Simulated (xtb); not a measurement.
xtb 6.7.1, GFN1-xTB: Ta(S)(NH2)(Me)2 ([CH3][Ta]([CH3])([NH2])=[S]), 13 atoms. The geometry is a generated start, not checked to be a minimum at this level.

```json
{
 "run_flags": "--grad",
 "method": "GFN1-xTB",
 "--acc": "1 (default)",
 "--etemp (K)": "300 (default)",
 "basis_functions": "48",
 "valence_electrons": "32"
}
```

```xyz
13

Ta     0.5359    -0.0285    -0.0262
S      1.9638    -0.5955    -1.6591
N      1.4286    -0.0785     1.7439
H      2.3364    -0.4751     1.9769
H      1.0396     0.3125     2.5996
C     -0.4436     1.8579    -0.8324
H     -1.2902     2.1679    -0.2120
H     -0.8216     1.6957    -1.8458
H      0.2454     2.7050    -0.8839
C     -1.0398    -1.6822    -0.1898
H     -0.6136    -2.6263    -0.5310
H     -1.8101    -1.3874    -0.9087
H     -1.5308    -1.8656     0.7684
```

Charge 0 and multiplicity 1 are set for this test and not shown to be the ground state.

One run each on 1 thread. Values of broydamp tried: 0.02, 0.05, 0.1, 0.2, 0.4 (default), 0.6, 0.8, 1.

### Question
Which value of broydamp needs the fewest SCC iterations, and what happens away from it?

### Answer
Fewest SCC iterations, within one of each other: 0.2 with 13, 0.4 (default) with 12. The count rises to 27 at 0.02. All converge to one solution.

```csv
broydamp,SCC iterations,end
0.02,27,same solution
0.05,19,same solution
0.1,15,same solution
0.2,13,same solution
0.4 (default),12,same solution
0.6,14,same solution
0.8,14,same solution
1,20,same solution
```
